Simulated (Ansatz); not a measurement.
# A computed series for MgTe: carrier doping

The reference is MgTe in the zinc blende structure (space group F-43m, No. 216; a = 6.438 Å).

Carriers are added at fixed cell with a uniform background; the Fermi–Dirac width is that of 300 K.

All numbers come from PBEsol in Ansatz (plane waves to 420 eV, PAW, scalar-relativistic without spin-orbit coupling), earlier PAW set.

Notes on the quantities. Fermi level from band edge: Fermi level relative to the doped band's edge (positive inside the band; to 0.05 eV).

```csv
case,Fermi level from band edge,gap between the host's bands
undoped,–,2.35 eV
electrons 7.0×10^20 cm⁻³,+0.60 eV,2.33 eV
electrons 1.0×10^21 cm⁻³,+0.70 eV,2.32 eV
holes 7.0×10^20 cm⁻³,+0.10 eV,2.38 eV
holes 1.0×10^21 cm⁻³,+0.10 eV,2.39 eV
```

Carriers are added with a uniform compensating background; total energy and stress of such cells depend on the potential's zero and are not compared; many-body gap narrowing is missing at this level. Spin-orbit coupling, missing from the scalar runs, can matter with Te. Stability against distortions was not tested.

Ansatz is an electronic-structure program.
